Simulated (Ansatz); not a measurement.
Worked example: self-consistent single point of MgPd (P4mm, 2 atoms in the cell) in Ansatz (a quantum-chemistry and plane-wave program).

Method of the run: LDA (PW92), default PAW files made with PBE (plane waves; Ansatz).

```xyz
2
Lattice="3.1396 0.0000 0.0000 0.0000 3.1396 0.0000 0.0000 0.0000 3.1396" Properties=species:S:1:pos:R:3 pbc="T T T"
Mg     0.0000     0.0000     0.0500
Pd     1.5698     1.5698     1.5698
```

Reference input (self-consistent single point, DFT, LDA (PW92), plane waves, default PAW files made with PBE): basis.ecutwfc = 420 eV; kpoints.mp_grid.grid = 11 11 11; hamiltonian.xc = lda; hamiltonian.pseudopotentials = {kind: paw} (the program's default PAW files); scf.occupations.method = gaussian; scf.occupations.width = 0.1 eV. This run's input differs from it in these lines:

Ansatz 0.2 input:
```diff
@@ -9,3 +9,3 @@
 basis:
-  ecutwfc: 420.0
+  ecutwfc: 210.0
 kpoints:
```

Output (repeated stretches shortened):

```
SCF iter   1: F=—  HF=-8739.168708 eV  |F-HF|=—  |Δ(HF+E_count)|=         —  Δρ=1.18e-1  dr2=2.82e0  ethr=1.77e-3  ⟨swp⟩=4.3  Hψ=9100  notcnv=0
all-band conjugate gradients solve this SCF's bands
preconditioner: auto → none
SCF iter   2: F=—  HF=-8738.357439 eV  |F-HF|=—  |Δ(HF+E_count)|=   8.11e-1  Δρ=5.48e-2  dr2=5.84e-1  ethr=1.77e-3  ⟨swp⟩=2.0  Hψ=5370  notcnv=0  defer=7
SCF iter   3: F=—  HF=-8738.167200 eV  |F-HF|=—  |Δ(HF+E_count)|=   1.90e-1  Δρ=3.22e-3  dr2=1.36e-3  ethr=1.77e-3  ⟨swp⟩=2.0  Hψ=4444  notcnv=0  defer=7
SCF iter   4: F=—  HF=-8738.167200 eV  |F-HF|=—  |Δ(HF+E_count)|=   2.14e-7  Δρ=4.69e-4  dr2=2.05e-5  ethr=4.86e-6  ⟨swp⟩=1.5  Hψ=3215  notcnv=0  defer=7
SCF iter   5: F=—  HF=-8738.167202 eV  |F-HF|=—  |Δ(HF+E_count)|=   1.43e-6  Δρ=5.27e-5  dr2=9.06e-7  ethr=7.33e-8  ⟨swp⟩=2.5  Hψ=3787  notcnv=0  defer=7
SCF iter   6: F=-8738.167201 eV  HF=-8738.167202 eV  |F-HF|=7.03e-8  |Δ(HF+E_count)|=   1.41e-7  Δρ=1.39e-5  dr2=7.84e-8  ethr=3.57e-10  ⟨swp⟩=5.2  Hψ=9116  notcnv=0
SCF 1 converged in 6 iterations: F = -8738.167201 eV  dr2 = 7.84e-8
Free energy (F): -8738.167201 eV
Internal energy: -8738.162597 eV  (E = F + TS)
E sigma→0 (E₀):  -8738.164899 eV
Entropy (-TS):   -0.004604 eV (-2.302 meV/atom)
Fermi energy:    13.765164 eV
--- Forces (eV/Å), atoms counted from 1 ---
  atom   1  Mg    -0.00000000     0.00000000    -0.12733224
  atom   2  Pd     0.00000000     0.00000000     0.12813449
--- Stress (GPa, compression-positive) ---
       -4.253651       0.000000       0.000000
        0.000000      -4.253651       0.000000
        0.000000       0.000000      -4.247870
  P = ⅓ Tr σ = -4.2517 GPa (-42.517 kbar)
  The stress holds the Pulay correction. Without it, at fixed plane waves, as pw.x and ABINIT print it: P = -253.2419 GPa
```

The run converged in 6 iterations. Against the reference run the free energy goes up by 4.73 eV/atom, the pressure goes from -3.49 to -4.25 GPa and the largest force goes from 0.207 to 0.128 eV/Å.

The starting cell comes from a database of computed structures (which also holds hypothetical and non-ambient phases and stackings), without a prior relaxation at this level. Its lattice was rescaled by up to half a per cent. One atom was moved a little off its site on purpose. Spin polarisation is off. Ansatz's pressure includes its estimate of the finite-basis (Pulay) stress. Without the estimate this run gives -253.24 GPa. The cutoff lies below the one recommended for these files.
